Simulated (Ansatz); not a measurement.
## CaZrF6, pressure series

Base system: CaZrF6 (space group Fm-3m, No. 225; a = 8.511 Å; a cell from a computed database, its experimental status unchecked).

Cell and atoms are relaxed at each pressure.

Levels (all Ansatz, an electronic-structure program, PAW): PBEsol (420 eV, scalar-relativistic without spin-orbit coupling); HSE06 (420 eV, no spin-orbit coupling).

Band gaps by level, all at the geometries relaxed with PBEsol:

```tsv
case	PBEsol	HSE06
base	7.01 eV	9.31 eV
pressure −2 GPa	6.92 eV	9.20 eV
pressure 0.3 GPa	7.02 eV	9.33 eV
pressure 1.5 GPa	7.08 eV	9.38 eV
pressure 3 GPa	7.14 eV	9.45 eV
pressure 5 GPa	7.22 eV	9.54 eV
pressure 7.5 GPa	7.31 eV	9.64 eV
pressure 10 GPa	7.39 eV	9.74 eV
```

Single points use the geometry relaxed with PBEsol. Load acts through the strain it causes; cell and atoms are relaxed under it. Stability against distortions was not tested. No other phases were tried under pressure.
